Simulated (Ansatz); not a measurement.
SrTiO3: energy against strain

SrTiO3 (cubic perovskite, Pm-3m, 11.783 Å³/atom at rest, cube axes along x, y and z) under a strain ε along a cube axis (axis z), the other axes held. PBEsol in Ansatz, a plane-wave DFT program (PAW, default set), 420 eV, 9×9×9 Γ-centred mesh, Fermi-Dirac smearing 0.05 eV; ions are relaxed within the symmetry of each cell.

Here s stands for strain and y for E less E0.

```csv
strain (%),E less E0 (meV/atom)
-1.20,1.91
-0.60,0.46
0.00,0.00
0.60,0.45
1.20,1.76
3.00,?
```

Question: Fit y against s with a parabola, and predict the withheld value at s = 3.00.

Answer: Least squares gives y = -0.003 - 0.0517·s + 1.2758·s². Residuals (row less fit): 0.014, -0.027, 0.003, 0.025, -0.012; standard error 0.029 (degrees of freedom: 2). Twice the quadratic coefficient over the volume, 2 × 1.2758 meV × 10⁴ × 0.1602 / 11.783 Å³, is the elastic constant C11 = 347 ± 6 GPa. At the withheld row, y = -0.003 - 0.0517 × 3.0 + 1.2758 × 3.0² = 11.324 meV/atom. The calculation gives 10.44 meV/atom, 0.884 meV/atom below the prediction (8.5 % of the range of y in the table). The row lies outside the fitted rows, so this is an extrapolation. From the scatter of the fitted rows alone, a prediction at this place has a standard error of 0.188 meV/atom, so the miss is 4.7 times that.

One order more, fitted to all 11 runs of the series, follows each within 0.02, so the miss is the next term of a smooth law. The primitive cell can neither tilt nor turn polar against its symmetry, as such crystals can under strain. SrTiO3 is here the ideal cubic form; the compound distorts at low or room temperature. Rows are the converged runs of the series near zero and its far end; series whose fitted rows scatter by over a few per cent of the range, as at a crossing or softening among them, aren't shown in this form. Most that stay on the fit to the last digits aren't either.
